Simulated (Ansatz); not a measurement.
# Effect of biaxial strain −1.25 %, plane normal [111], relaxed out of plane on BAs

Take BAs in the zinc blende structure (space group F-43m, No. 216; a = 4.768 Å) as the base. Axes: x, y, z lie along the cube axes.

One thing is altered: biaxial strain −1.25 %, plane normal [111], relaxed out of plane (Cartesian); in-plane vectors clamped, the third vector and the atoms free.

All numbers come from PBEsol in Ansatz (plane waves to 420 eV, PAW, no spin-orbit coupling). k-mesh 12×12×12 (Γ-centred); smearing 0.05 eV (Fermi–Dirac).

- Volume per atom = 13.25 Å³ (base 13.55 Å³)
- Space group = R3m (No. 160) (base F-43m (No. 216))
- Shortest interatomic distance = 2.045 Å (base 2.065 Å)
- Energy relative to the base (free energy F) = +5.1 meV/atom
- Pressure (mean of the normal stresses, compression positive) = 3.26 GPa (base 0.00 GPa)
- Band gap = 1.00 eV (base 1.08 eV)
- Gap character = indirect, Γ → F–Γ (18 % along)
- Smallest direct gap = 3.04 eV (base 3.25 eV)
- Valence-band top at Γ (three highest levels, from the VBM) = 0.00, 0.00, -0.15 eV (base 0.00, 0.00, 0.00 eV)
- Out-of-plane strain = +0.31 %
- Ratio −ε⊥/ε∥ = 0.25
- Mean in-plane stress (compression positive) = +4.9 GPa

Stability against distortions was not tested. k-point labels follow each cell's own Brillouin zone.

Ansatz is a quantum-chemistry and plane-wave program.
